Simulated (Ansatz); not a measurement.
The reference is GaN in the zinc blende structure (space group F-43m, No. 216; a = 4.498 Å). Axes: x, y, z lie along the cube axes.

All numbers come from Kohn–Sham DFT with the r2SCAN functional, run in Ansatz (a program for electronic structure) with PAW and 500 eV plane waves, spin-orbit coupling left out.

Strains are applied to the cell and any free atomic positions relax.

One change was made to it. Results:

```json
[
 {"quantity": "band gap", "base": "2.17 eV", "after": "2.15 eV"},
 {"quantity": "valence-band top at Γ (three highest levels, from the VBM)", "base": "0.00, 0.00, 0.00 eV", "after": "0.00, -0.02, -0.04 eV"}
]
```

Task: Which change produced these results?
A) tensor shear ε_xy = +1.43 %
B) tensor shear ε_xy = +0.86 %
C) tensor shear ε_xy = +1.14 %
D) tensor shear ε_xy = +2.00 %
E) tensor shear ε_xy = +0.29 %

Result: E, tensor shear ε_xy = +0.29 %. For comparison, the band gap in the other runs: tensor shear ε_xy = +0.86 % gives 2.10 eV; tensor shear ε_xy = +1.43 % gives 2.06 eV; tensor shear ε_xy = +1.14 % gives 2.08 eV; tensor shear ε_xy = +2.00 % gives 2.00 eV.

No phonon test of stability was made. This is not the structure that GaN has at room temperature and ambient pressure.
